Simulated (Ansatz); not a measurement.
We consider TaSnO3 (model structure, started from the PbTiO3 type, P4mm, No. 99, 5 atoms in the cell), described by r²SCAN in Ansatz (PAW).

Run with plane-wave cutoff 560 eV, 14×14×12 k mesh (along the axes of the cell as run), Fermi–Dirac smearing 0.05 eV, scalar-relativistic PAW data made under PBE.

Cell (relaxed at this level):

SnTaO3 has the tetragonal space group P4mm (No. 99), Pearson symbol tP5. Conventional cell: a = b = 4.0940 Å, c = 4.0026 Å, α = β = γ = 90.00°. Ta on 1b sees 6 O at 1.961–2.051 Å (octahedral). Sn on 1a is surrounded by 4 O at 2.481 Å. O1 on 2c has 2 Ta at 2.051 Å and 2 Sn at 2.481 Å. O2 on 1b is coordinated by 2 Ta at 1.961–2.041 Å (linear). (Neighbours: up to the widest gap in distance over summed covalent radii, below 1.35, at either atom; cation-cation and far metal-metal contacts left out.)

Give the computed bulk modulus.


- bulk modulus = 171 GPa

The run finds no gap.

Note: the bulk modulus is −V dP/dV from two relaxed cells at ±2 % in volume; the relaxation could raise the start's symmetry but not lower it, so the cell can be a saddle point.

Spin–orbit coupling is not included; it can open a gap where bands touch, and shift volumes and moduli.

A model structure was made by putting elements into a prototype or built by hand; it is no filed structure, need not be a known phase, and can be a saddle point held by its symmetry.

Ansatz is an electronic-structure program.
